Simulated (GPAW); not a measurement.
# Pressure against volume in zinc-blende InP (space group 216) (GPAW, PBEsol)

```yaml
crystal:
  lattice:
    - [0.00000, 2.84978, 2.84978]
    - [2.84978, 0.00000, 2.84978]
    - [2.84978, 2.84978, 0.00000]
  atoms:
    - { symbol: In, position: [0.00000, 0.00000, 0.00000] }
    - { symbol: P, position: [0.75000, 0.75000, 0.75000] }
```

Method of the run: PBEsol, GPAW PAW datasets PBEsol (made by gpaw-setup) (plane waves; GPAW 25.7.0). Settings: mode = pw; ecut = 585 eV; xc = PBEsol; kpts = 10 10 10; mesh shift (steps) = 0 0 0; occupations.name = fermi-dirac; occupations.width = 0.01 eV; nbands = -8; convergence.forces = 0.001 eV/Å; convergence.bands = -6; symmetry.symmorphic = false; symmetry.tolerance = 0.0005; maxiter = 100. The cell above is the first row's. The rows scale it uniformly. In all rows fractional positions and the k mesh are held.

```
V (Å^3/atom)  P (GPa)
------------  -------
23.144              ?
23.647           5.32
24.150           3.49
24.653           1.84
25.156           0.36
25.659          -0.94
26.163          -2.09
26.666          -3.13
27.169          -4.10
```

Taking a cubic for P over the 8 complete rows: With u = V - 25.4, the rows have u = -1.7530, -1.2500, -0.7470, -0.2440, 0.2590, 0.7630, 1.2660, 1.7690. Least squares gives P = -0.279 - 2.5906·u + 0.2961·u² - 0.02863·u³. Residuals (row less fit): -0.006, 0.012, 0.007, -0.011, -0.009, 0.006, 0.012, -0.006; standard error 0.013 (degrees of freedom: 4). The fitted pressure is zero at V0 = 25.29, where dP/dV = -2.655, so B0 = -V0·dP/dV = 67.1 GPa.

Q: Estimate the missing P (V = 23.144); what did the run itself give?

A: u = -2.2560, so P = -0.279 - 2.5906 × (-2.2560) + 0.2961 × (-2.2560)² - 0.02863 × (-2.2560)³ = 7.401 GPa. The calculation gives 7.42 GPa, 0.019 GPa above the prediction (0.2 % of the range of P in the table). The row lies outside the fitted rows, so this is an extrapolation. From the scatter of the fitted rows alone, a prediction at this place has a standard error of 0.034 GPa, so the miss is 0.6 times that.

Carrying the step between the two nearest rows on in a straight line would have given 7.15, off by 0.27; series whose last step already gives the withheld value aren't shown. The scan was laid around a cell of about the measured size, scaled by a guess for this functional. The runs keep the symmetry of the cell, so they don't test it for distortions. Cutoffs and mesh are single choices, not tested for convergence of this quantity. Series with a scatter that would blur these digits, or in which a gap closes, are not shown.
